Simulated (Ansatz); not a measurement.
**By hand: energy of one form of CdS over another**

Subject: the energy of one form of CdS over another. The value is E(A) − E(B), in meV per atom.

A: CdS (zinc blende, F-43m), 2 atoms in the cell. Conventional cell: a = b = c = 5.926 Å, α = β = γ = 90.00°.

B: CdS (wurtzite, P6₃mc), 4 atoms in the cell. Conventional cell: a = b = 4.1966 Å, c = 6.8288 Å, α = β = 90.00°, γ = 120.00°.

Method: Ansatz (a first-principles code), PAW, neutral cells at 0 K with nuclei at rest, on structures from PBE. Ansatz runs with its default PAW set. Other levels take these structures. The lattices are those relaxed with PBE, so at other levels the solids can be strained, which adds to the spread. A dispersion term (D3(BJ), or D4 for r2SCAN) was computed beside these levels and is taken off wherever the name lacks it.

Total energies of the cells in eV, at zero smearing width. They compare only within one column; the weights balance every element.

```tsv
cell	atoms	weight	PBE	LDA
A: CdS (zinc blende)	2	+2	-9157.82873	-8988.57367
B: CdS (wurtzite)	4	−1	-18315.66262	-17977.15016
```

PBE: 2 × (-9157.82873) − (-18315.66262) = 0.005 eV; dividing by 4 atoms gives 1 meV/atom.

LDA: 2 × (-8988.57367) − (-17977.15016) = 0.003 eV; dividing by 4 atoms gives 1 meV/atom.
